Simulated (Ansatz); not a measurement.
Start from AlN in the zinc blende structure (space group F-43m, No. 216; a = 4.4032 Å). Axes: x, y, z lie along the cube axes.

All numbers come from PBE/PAW in Ansatz (an electronic-structure program), no spin-orbit coupling.

Modification: an isotropic linear strain of −2.00 %; the atoms relax in the strained cell.

Task: Predict the stress tensor and what it implies for the stiffness.

Result: Stress of the strained cell less that of the base (GPa, compression positive):
```
  13.14    0.00    0.00
   0.00   13.14    0.00
   0.00    0.00   13.14
```

Then B = −ΔP/(ΔV/V₀) with ΔV/V₀ = -0.0588 gives secant stiffness values (nonlinear terms included at this strain): B ≈ 223 GPa.

As a check, the harmonic strain energy −½ V₀ Δσ:ε is 26 meV/atom; the computed energy rise is 25 meV/atom.

Stability against distortions was not tested. This is not the structure that AlN has at room temperature and ambient pressure.
